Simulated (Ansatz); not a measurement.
**TiS2: response to strain**

The reference is TiS₂ in the CdI2 type structure (space group P-3m1, No. 164; a = 3.297 Å, c = 5.337 Å; layered, stacked along the Cartesian z axis; relaxed with 0.1 eV smearing). Axes: x lies along a and z along c of the hexagonal cell.

Strains are applied to the cell and any free atomic positions relax; under biaxial strain the out-of-plane vector relaxes too; under stress the whole cell relaxes.

Calculations: DFT with PBEsol-D3(BJ), PAW potentials and a 420 eV plane-wave cutoff in Ansatz (a program for electronic structure), scalar-relativistic without spin-orbit coupling.

Notes on the quantities. pressure: mean of the normal stresses, compression positive; energy relative to the base: free energy F.

```csv
change,pressure,energy relative to the base,space group,shortest interatomic distance
base,0.0 GPa,0 meV/atom,P-3m1 (No. 164),4.506 bohr
"biaxial strain +1.52 %, plane normal [001], relaxed out of plane",-1.8 GPa,–,P-3m1 (No. 164),4.526 bohr
isotropic strain +0.91 %,-1.6 GPa,+2.3 meV/atom,P-3m1 (No. 164),4.522 bohr
isotropic strain +1.90 %,-3.0 GPa,+9.6 meV/atom,P-3m1 (No. 164),4.539 bohr
isotropic strain +3.98 %,[?],[?],P-3m1 (No. 164),4.573 bohr
uniaxial strain ε_yy = −3.20 %,2.4 GPa,+8.9 meV/atom,C2/m (No. 12),4.458 bohr
uniaxial strain ε_zz = +1.07 %,-0.4 GPa,+0.5 meV/atom,P-3m1 (No. 164),4.510 bohr
uniaxial strain ε_zz = +3.84 %,-1.2 GPa,+6.0 meV/atom,P-3m1 (No. 164),4.517 bohr
"uniaxial stress, 0.5 GPa tension along z",–,+0.1 meV/atom,P-3m1 (No. 164),4.507 bohr
tensor shear ε_yz = +1.59 %,0.1 GPa,+1.6 meV/atom,C2/m (No. 12),4.501 bohr
```

Problem. What belongs in the blanks?

Solution. 
- isotropic strain +3.98 %, pressure: -5.4 GPa
- isotropic strain +3.98 %, energy relative to the base: +39 meV/atom

Stability under load was not tested beyond the relaxation. The final runs are not spin-polarised.
